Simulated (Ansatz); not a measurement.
Phonon-limited resistivity of ScSi (Cmcm) against temperature in μΩ·cm, PBEsol, DFPT electron-phonon coupling, linearised Boltzmann equation run with Ansatz (a program for electronic structure), harmonic crystal at a fixed cell. x, y and z are the axes of this cell:
```yaml
crystal:
  lattice:
    - [1.97395, -4.91376, 0.00000]
    - [1.97395, 4.91376, 0.00000]
    - [0.00000, 0.00000, 3.63583]
  atoms:
    - { symbol: Sc, position: [0.13918, 0.86082, 0.25000] }
    - { symbol: Sc, position: [0.86082, 0.13918, 0.75000] }
    - { symbol: Si, position: [0.41864, 0.58136, 0.25000] }
    - { symbol: Si, position: [0.58136, 0.41864, 0.75000] }
```

| T | ρ (x) | ρ (y) | ρ (z) |
|---|---|---|---|
| 50 K | 0.53 | 0.35 | 0.100 |
| 77 K | 2.7 | 1.75 | … |
| 100 K | … | 3.8 | 1.23 |
| 150 K | 15.2 | 9.7 | 3.1 |
| 200 K | 25 | 16.2 | 5.0 |
| 250 K | 35 | 23 | 6.9 |
| 273 K | 40 | 25 | 7.7 |
| 300 K | 45 | 29 | 8.7 |
| 350 K | 54 | 35 | 10.4 |
| 400 K | 63 | 41 | 12.2 |
| 500 K | 81 | 52 | 15.6 |
| 600 K | 99 | 63 | 18.9 |

Q: Fill in the missing entries.

A: 
- 77 K, ρ (z): 0.56
- 100 K, ρ (x): 5.9

A metal at this level (no band gap). Only scattering by harmonic phonons is included (no impurities, grain boundaries, electron-electron scattering or thermal expansion). Spin-orbit coupling is left out. The run warned that the eigensolver left some states short of its tolerance. Halving the electron mesh (24x24x24) moves the resistivity by up to 5 %. Smearing 0.20 eV; phonons on a 4x4x4 q mesh, which this run doesn't test and which matters most at low temperature.

Computed structure with no diffraction record at hand here (it may be known, metastable or hypothetical): ScSi (Cmcm).
